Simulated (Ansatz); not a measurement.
# Mg in the hcp (Mg type) structure (space group P6_3/mmc, No. 194)

```yaml
crystal:
  lattice:
    - [3.18642, 0.00000, 0.00000]
    - [-1.59321, 2.75952, 0.00000]
    - [0.00000, 0.00000, 5.22378]
  atoms:
    - { symbol: Mg, position: [0.66667, 0.33333, 0.75000] }
    - { symbol: Mg, position: [0.33333, 0.66667, 0.25000] }
```

Calculations: DFT with PBE, PAW potentials and a 420 eV plane-wave cutoff in Ansatz (a first-principles code), spin-orbit coupling left out. Settings: 17×17×9 k-points, 0.05 eV Fermi–Dirac smearing.

```json
{
  "volume_per_atom": "22.97 Å³",
  "density": "1.76 g/cm³",
  "band_gap": "zero",
  "total_energy": "-1923.804 eV/atom (σ→0; compares only within this code and set-up)"
}
```

Stability against distortions was not tested.
